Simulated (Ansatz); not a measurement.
Base system: ZnO in the wurtzite structure (space group P6_3mc, No. 186; a = 3.2352 Å, c = 5.2113 Å). Axes: x lies along a and z along c of the hexagonal cell.

Calculations: r2SCAN (Ansatz, a program for electronic structure; PAW; 500 eV plane waves; no SOC), earlier PAW set.

Before the change:

- Band gap = 1.23 eV

Modification: tensile biaxial strain of 2.49 % in the plane normal to [001], as in epitaxy on a mismatched substrate; the out-of-plane cell vector and the atoms relax.

Question: What does the calculation give for the in-plane stress, band gap and ratio −ε⊥/ε∥ after the change?

Answer: The mean in-plane stress (compression positive) amounts to -5.2 GPa; the band gap increases by 0.02 eV to 1.25 eV; the ratio −ε⊥/ε∥ comes out as 1.07.

Gaps are Kohn–Sham eigenvalue differences; semilocal functionals usually give less than the measured gap. No phonon test of stability was made.
